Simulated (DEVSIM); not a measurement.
System: illuminated Ge n-on-p cell, one wavelength, at 350 K.

```
layer (left to right)  material  thickness (μm)  Nd (cm⁻³)  Na (cm⁻³)  τn (s)  τp (s)  absorption coefficient (cm⁻¹)
---------------------  --------  --------------  ---------  ---------  ------  ------  -----------------------------
1                            Ge           0.100     3.9e18          -  7.8e-9  9.6e-8                          73000
2                            Ge            27.0          -       4e15    1e-7    1e-7                          73000
```

Left contact: ohmic, minority hole recombination velocity 6000 cm/s. Right contact: ohmic, minority electron recombination velocity 1e6 cm/s. Voltage is applied to the left contact. Recombination: SRH at mid-gap, radiative, Auger. Light enters at the left, 1.1e18 photons cm⁻² s⁻¹, one pass, no reflection. Mobility is μmin + (μ − μmin)/(1 + (N/Nref)^α).

The device is made up for the run: typed textbook-type constants, with dimensions and the other settings drawn at random. Values at 300 K; Nc and Nv go as T^1.5, mobilities as T to minus their exponent, the gap by Varshni's rule with the affinity fixed.

```tsv
parameter	Ge
gap (eV)	0.664
affinity (eV)	4
permittivity	16
Nc (cm⁻³)	1.04e19
Nv (cm⁻³)	6e18
μn (cm²/Vs)	3900
μp (cm²/Vs)	1900
μn,min	150
μp,min	100
Nref,n	2.6e17
Nref,p	4e17
αn	0.56
αp	0.6
T exponent of μn	1.66
T exponent of μp	2.33
B (cm³/s)	6.4e-14
Cn (cm⁶/s)	1e-31
Cp (cm⁶/s)	1e-31
Varshni α (eV/K)	0.000477
Varshni β (K)	235
```

Model (solved in DEVSIM): 1D drift-diffusion, Boltzmann statistics, complete ionisation; no tunnelling, impact ionisation, image-force lowering or self-heating.

Base results: largest field in the device at zero bias (V/cm) 100000; dark forward voltage at 1 A/cm² (V) 0.081; potential step across the device at zero bias (V) 0.380; dark forward voltage at 100 A/cm² (V) 0.260.

### Question
What follows from this one change: recombination velocity at the right contact 1e+06 → 100 cm/s?

### Answer
largest field in the device at zero bias little changed (100000 V/cm); dark forward voltage at 1 A/cm² 0.081 → 0.102 V; potential step across the device at zero bias little changed (0.380 V); dark forward voltage at 100 A/cm² 0.260 → 0.329 V.

### Question
What follows from this one change: thickness of layer 2 27 → 16 μm?

### Answer
largest field in the device at zero bias little changed (100000 V/cm); dark forward voltage at 1 A/cm² 0.081 → 0.070 V; potential step across the device at zero bias little changed (0.380 V); dark forward voltage at 100 A/cm² 0.260 → 0.232 V.

### Question
What follows from this one change: doping Nd of layer 1 3.9e+18 → 1.2e+18 cm^-3?

### Answer
largest field in the device at zero bias 100000 → 56000 V/cm; dark forward voltage at 1 A/cm² little changed (0.081 V); potential step across the device at zero bias 0.380 → 0.345 V; dark forward voltage at 100 A/cm² little changed (0.260 V).

### Question
What follows from this one change: constant mobility in place of the doping-dependent one?

### Answer
largest field in the device at zero bias little changed (100000 V/cm); dark forward voltage at 1 A/cm² little changed (0.079 V); potential step across the device at zero bias little changed (0.380 V); dark forward voltage at 100 A/cm² 0.260 → 0.255 V.
